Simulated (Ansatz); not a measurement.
RuIr (model structure, started from the CuAu type, P4/mmm, No. 123, 2 atoms in the cell): lattice parameter a by level of theory

No measured value is used here.

| level (code) | value (Å) |
|---|---|
| LDA (Ansatz) | 2.667 |
| PBE (Ansatz) | 2.711 |
| PBEsol (Ansatz) | 2.682 |
| r²SCAN (Ansatz) | 2.692 |

Density-functional levels without +SOC have no spin–orbit coupling. LDA, PBE, PBEsol, r²SCAN: the run has no spin polarisation, so it can have missed a magnetic state. Cutoffs differ between the levels. Ansatz's density-functional and Hartree–Fock values are scalar-relativistic unless marked +SOC, with PAW data made under PBE.

A model structure was made by putting elements into a prototype or built by hand; it is no filed structure, need not be a known phase, and can be a saddle point held by its symmetry.

Ansatz is a first-principles code.
